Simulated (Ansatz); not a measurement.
## GaP with two functionals, pressure 50 GPa

Base system: GaP in the zinc blende structure (space group F-43m, No. 216; a = 5.506 Å).

(Cell as relaxed with PBE.)

Levels (all Ansatz, an electronic-structure program, PAW, earlier PAW set): PBE (420 eV, no spin-orbit coupling); r2SCAN (500 eV, no SOC).

Each level relaxes its own structure.

| base | PBE | r2SCAN |
|---|---|---|
| volume per atom | 20.87 Å³ | 20.25 Å³ |
| lattice parameter a | 5.506 Å | 5.452 Å |
| band gap | 1.58 eV | 1.85 eV |

One thing is altered: a hydrostatic pressure of 50 GPa.

| quantity | PBE | r2SCAN |
|---|---|---|
| volume per atom | 15.12 Å³ | … |
| smallest direct gap | 3.62 eV | … |
| hole mass (degenerate bands, along [100]) | 0.20, 0.26, 0.26 mₑ (at Γ) | … |
| shift of the gap caused by the change | -0.71 eV | … |

**Question.** Predict the r2SCAN column.

**Answer.** 
- volume per atom, r2SCAN: 15.00 Å³
- smallest direct gap, r2SCAN: 3.86 eV
- hole mass (degenerate bands, along [100]), r2SCAN: 0.21, 0.25, 0.25 mₑ (at Γ)
- shift of the gap caused by the change, r2SCAN: -0.75 eV

PBE's volume per atom lies 0.128 Å³ above r2SCAN's (0.9 %); PBE's smallest direct gap lies 0.24 eV below r2SCAN's; PBE's shift of the gap caused by the change lies 0.04 eV above r2SCAN's. Neither level is exact; r2SCAN is the comparison here, not a measurement.

Load acts through the strain it causes; cell and atoms are relaxed under it. Masses are band curvatures over ±0.01 Å⁻¹ around the edge. Whether these cells are dynamically stable was not tested. Measured, GaP leaves this structure (for a Cmcm phase) near 26 GPa (temperature not stated; as listed in Datta, Sujoy, Jana, Debnarayan, arXiv (2020)).
